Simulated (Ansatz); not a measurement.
Ansatz (a first-principles code) run on the (111) slab of Lu (cut from a parent of space group no. 194; 8 atoms in the cell): self-consistent single point.

Method of the run: LDA (PW92), harder PAW files (source: ansatz) made with PBE (plane waves; Ansatz).

```
Lu
1.0
    6.15133     0.00000     0.00000
    3.07566     5.77748     0.00000
    0.00000     0.00000    21.85860
Lu
8
Direct
  0.59295   0.14744   0.36599
  0.03323   0.60020   0.40428
  0.14018   0.05297   0.44257
  0.58047   0.50574   0.48085
  0.68742   0.95850   0.51915
  0.12770   0.41127   0.55743
  0.23465   0.86403   0.59572
  0.67493   0.31680   0.63401
```

Reference input (self-consistent single point, DFT, LDA (PW92), plane waves, harder PAW files (source: ansatz) made with PBE): basis.ecutwfc = 680 eV; kpoints.mp_grid.grid = 4 3 1; hamiltonian.xc = lda; hamiltonian.pseudopotentials = {kind: paw, source: ansatz}; scf.occupations.method = cold; scf.occupations.width = 0.136 eV; efield.axis = 3; efield.dipole_correction = true. This run's input differs from it in these lines:

Ansatz 0.2 input:
```diff
@@ -16,3 +16,3 @@
 basis:
-  ecutwfc: 680.0
+  ecutwfc: 545.0
 kpoints:
```

Output, abridged:

```
SCF iter   1: F=—  HF=-116056.762393 eV  |F-HF|=—  |Δ(HF+E_count)|=         —  Δρ=2.00e-2  dr2=3.76e1  ethr=3.10e-3  p=-0.000 e·Å  D=-5.64e-11 V/Å  ΔV_dip=0.00 eV  dr2_dipole=4.49e-7  V_vac-E_F(+/−)=5.62/5.62 eV  ⟨swp⟩=9.7  Hψ=3725  notcnv=0
all-band conjugate gradients solve this SCF's bands
efield: sawtooth ramp at fractional position 0.9500 (placed from the atoms, in the widest stretch of the axis that holds none …
   [... lines left out ...]
SCF iter  12: F=—  HF=-116051.752088 eV  |F-HF|=—  |Δ(HF+E_count)|=   5.41e-7  S|Δr|=    0.00e0  Δρ=4.81e-6  dr2=3.03e-7  ethr=7.52e-10  p=-0.000 e·Å  D=-6.07e-7 V/Å  ΔV_dip=0.00 eV  dr2_dipole=3.14e-12  V_vac-E_F(+/−)=3.21/3.21 eV  ⟨swp⟩=3.7  [...]
SCF iter  13: F=-116051.752088 eV  HF=-116051.752088 eV  |F-HF|=7.13e-9  |Δ(HF+E_count)|=   8.21e-8  S|Δr|=    0.00e0  Δρ=1.62e-6  dr2=3.42e-8  ethr=5.00e-11  p=-0.000 e·Å  D=-5.17e-7 V/Å  ΔV_dip=0.00 eV  dr2_dipole=3.65e-15  [...]
SCF 1 converged in 13 iterations: F = -116051.752088 eV  dr2 = 3.42e-8
Stability not checked (fill_not_monotonic)
Free energy (F): -116051.752088 eV
Internal energy: -116051.760817 eV  (E = F + TS)
E sigma→0 (E₀):  -116051.754997 eV
Entropy (-TS):   0.008729 eV (1.091 meV/atom)
Fermi energy:    1.909126 eV
Dipole field:    D = -0.000001 V/Å  (p = -0.000002 e·Å, saw-weighted, corrected)
Work function:   Φ+ = 3.2144 eV   Φ− = 3.2144 eV
Levels:          The Fermi level and band energies are counted from a zero that moves with the ramp; work functions are not
--- Forces (eV/Å), atoms counted from 1 ---
  atom   1  Lu     0.07691439    -0.01557030     0.90325821
  atom   2  Lu    -0.13768017    -0.00590024     0.81474561
  atom   3  Lu     0.10321681     0.09047191     0.51166616
  atom   4  Lu    -0.16908209    -0.17261069     0.30039027
  atom   5  Lu     0.16908814     0.17263768    -0.30030642
  atom   6  Lu    -0.10321298    -0.09049922    -0.51156847
  atom   7  Lu     0.13768834     0.00590538    -0.81495498
  atom   8  Lu    -0.07693038     0.01556540    -0.90323031
```

The run converged in 13 iterations. Against the reference run the free energy goes up by 14.7 meV/atom and the largest force moves little (0.908 to 0.907 eV/Å).

The starting cell comes from a database of computed structures (which also holds hypothetical and non-ambient phases and stackings), without a prior relaxation at this level. The slab is cut from that crystal, and its faces are unrelaxed. Its lattice was rescaled in the plane by a random factor within 2.5 % of one. The cutoff lies below the one recommended for these files.

Cost on one core of a shared machine: roughly 2 min.
